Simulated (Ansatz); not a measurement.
## Effect of biaxial strain +2.08 %, plane normal [111], relaxed out of plane on GaN

Base system: GaN in the zinc blende structure (space group F-43m, No. 216; a = 4.455 Å). Axes: x, y, z lie along the cube axes.

It is then changed as follows: tensile biaxial strain of 2.08 % in the plane normal to [111], as in epitaxy on a mismatched substrate; the out-of-plane cell vector and the atoms relax.

Calculations: LDA (Ansatz, an electronic-structure program; PAW; 420 eV plane waves; no SOC). Settings: 13×13×13 k-points, 0.05 eV Fermi–Dirac smearing.

| quantity | base | changed | shift |
|---|---|---|---|
| volume per atom | 11.06 Å³ | 11.41 Å³ | +0.360 Å³ |
| space group | F-43m (No. 216) | R3m (No. 160) | – |
| shortest interatomic distance | 1.929 Å | 1.933 Å | +0.004 Å |
| energy relative to the base (free energy F) | 0 meV/atom | +13 meV/atom | +13 meV/atom |
| pressure (mean of the normal stresses, compression positive) | 0.00 GPa | -6.02 GPa | -6.02 GPa |
| band gap | 1.96 eV | 1.61 eV | -0.35 eV |
| gap character | direct at Γ | direct at Γ | – |
| electron mass | 0.18 mₑ (at Γ) | 0.17 mₑ out of plane, 0.16 mₑ in plane (at Γ) | – |
| valence-band top at Γ (three highest levels, from the VBM) | 0.00, 0.00, 0.00 eV | 0.00, -0.18, -0.18 eV | – |
| out-of-plane strain | – | -0.91 % | – |
| ratio −ε⊥/ε∥ | – | 0.44 | – |
| mean in-plane stress (compression positive) | – | -9.0 GPa | – |

Final structure (turned so that z lies along the plane normal):

```xyz
2
Lattice="3.2160 0.0000 0.0000 1.6080 2.7851 0.0000 1.6080 -0.9284 2.5489" Properties=species:S:1:pos:R:3 pbc="T T T"
Ga     0.0000     0.0000    -0.0109
N      3.2160     0.0000     1.9226
```

Masses are band curvatures over ±0.01 Å⁻¹ around the edge. Whether these cells are dynamically stable was not tested. This is not the structure that GaN has at room temperature and ambient pressure. k-point labels follow each cell's own Brillouin zone.
